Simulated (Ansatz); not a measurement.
Start from AlN in the wurtzite structure (space group P6_3mc, No. 186; a = 3.114 Å, c = 4.984 Å).

Now apply this change: an isotropic linear strain of −2.01 %; the atoms relax in the strained cell.

Levels (all Ansatz, a program for electronic structure, PAW): PBEsol (420 eV, spin-orbit coupling left out); r2SCAN (500 eV, no spin-orbit coupling).

The geometry is relaxed with PBEsol.

- PBEsol pressure = 13.77 GPa
- PBEsol lowest conduction level above the VBM at special points = Γ 4.63 eV; K 4.91 eV; L 5.37 eV; M 5.80 eV
- PBEsol electron mass = 0.32 mₑ (at Γ)

Q: What does r2SCAN give at this geometry for the pressure, lowest conduction level above the VBM at special points and electron mass?

A: The pressure falls by 0.82 GPa, from 13.77 GPa to 12.95 GPa; the lowest conduction level above the VBM at special points goes from Γ 4.63 eV; K 4.91 eV; L 5.37 eV; M 5.80 eV to Γ 5.38 eV; K 5.73 eV; L 6.20 eV; M 6.58 eV; the electron mass goes from 0.32 mₑ (at Γ) to 0.33 mₑ (at Γ).

Single points use the geometry relaxed with PBEsol. Their cutoffs differ, which shifts pressures a little. The levels and masses belong to the bands next to the band gap. Masses are band curvatures over ±0.01 Å⁻¹ around the edge. Whether these cells are dynamically stable was not tested.
